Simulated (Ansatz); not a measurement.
# A computed series for hypothetical NiAs type TlCl: response to strain

Start from TlCl in the NiAs type structure (space group P6_3/mmc, No. 194; a = 4.347 Å, c = 7.726 Å; a hypothetical phase, not in the database extracts checked).

Strains are applied to the cell and any free atomic positions relax.

The values are results of PBEsol (Ansatz, a program for electronic structure), no spin-orbit coupling, not measurements.

```csv
isotropic strain (%),band gap (eV)
-4.74,1.13
-2.85,?
0,1.77
1.21,1.91
```

Question: Fit E_g = E₀ + Dε (ε in %) to the rows shown and predict the withheld row.

Answer: Least squares on the printed values gives E₀ = 1.76 eV, D = 132 meV per % of strain (largest residual 0.01 eV); this predicts 1.38 eV, and the run gives 1.41 eV, 0.03 higher.

Spin-orbit coupling, missing from the scalar runs, can matter with Tl. Gaps are read on the SCF mesh and a high-symmetry path. Whether these cells are dynamically stable was not tested.
